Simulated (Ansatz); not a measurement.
Start from Hf in the hcp (Mg type) structure (space group P6_3/mmc, No. 194; a = 3.198 Å, c = 5.047 Å).

Level of theory: r2SCAN in Ansatz (plane waves to 500 eV, PAW, no spin-orbit coupling).

Before the change:

- Lattice parameter a = 3.198 Å
- c/a ratio = 1.578

Now apply this change: cell and atoms relaxed at a pressure of 22.5 GPa.

**Question.** What happens to the lattice parameter a and c/a ratio?

**Answer.** The lattice parameter a drops by 0.167 Å, from 3.198 Å to 3.031 Å; the c/a ratio rises by 0.006 to 1.584.

Load acts through the strain it causes; cell and atoms are relaxed under it. Stability against distortions was not tested. Competing high-pressure phases were not computed. The final runs are not spin-polarised.

Ansatz is an electronic-structure program.
